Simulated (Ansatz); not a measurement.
System: C vacancy in 2H silicon carbide (charge state +2). The step: one C atom jumps into the vacancy from a nearby C site; the atom moves 3.07 Å along (0.00, 0.99, 0.00) of the unit cell; the moving atom starts with neighbours Si at 1.87, Si at 1.89, 2 Si at 1.92 Å and ends with Si at 1.87, Si at 1.89, 2 Si at 1.92 Å. DFT values are from Ansatz (plane-wave PAW, 420 eV unless said) in a cell of 72 host sites, spin-restricted, static, with no finite-size correction. The host's phase is taken as given; its stability against other phases was not computed. The charge state is imposed; whether it is stable for some Fermi level was not computed. Forms of the defect that were not tried may lie lower. For the PBE band: the saddle point's order was not checked, and it lies on a symmetry element of the cell, where a band can be held.

```tsv
Level	Forward barrier (eV)	Cost of the band or of the saddle's single point
CHGNet universal potential (has no charge state), its own band	2.76	-
PBE, the Γ point alone, band relaxed	4.66	around 5 core-minutes (rough)
PBE, a 2×2×2 k-point mesh shifted by half a step along c, same geometries	5.00	about 80 core-seconds (a rough figure)
r2SCAN at 500 eV, the Γ point alone, same geometries	?	around 50 core-seconds (rough)
```

Fill in the missing entries.


- r2SCAN at 500 eV, the Γ point alone, same geometries, Forward barrier (eV): 5.14

Ansatz is a first-principles code.
